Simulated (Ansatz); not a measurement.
Band-edge transport in semiconductors and insulators: compounds that share space group F-43m and stoichiometry, HSE06, rigid bands in Ansatz (an electronic-structure program); geometry: cell and atoms relaxed with PBEsol.

```tsv
Compound	volume per atom (Å³)	band gap	electron conductivity mass	Seebeck coefficient, n-type 1e19 cm⁻³
ZnS	19.2	3.46 eV	0.21 mₑ	-119 μV/K
ZnSe	22.3	2.50 eV	0.143 mₑ	-86 μV/K
BP	11.5	[?]	0.32 mₑ	[?]
SiC	10.3	2.23 eV	0.29 mₑ	-246 μV/K
GaP	20.1	2.25 eV	0.34 mₑ	-329 μV/K
InP	25.4	1.45 eV	0.095 mₑ	-61 μV/K
AlP	20.5	2.28 eV	0.33 mₑ	-260 μV/K
AlAs	22.8	2.09 eV	0.32 mₑ	-260 μV/K
```

Q: Some entries are withheld; supply them.

A: 
- BP, band gap: 1.95 eV
- BP, Seebeck coefficient, n-type 1e19 cm⁻³: -331 μV/K

Masses are for dilute carriers at 300 K, harmonic means over directions unless an axis is named. Seebeck coefficients are for the stated density at 300 K, with one relaxation time for all states and whether or not that doping can be reached. Spin-orbit coupling is left out.
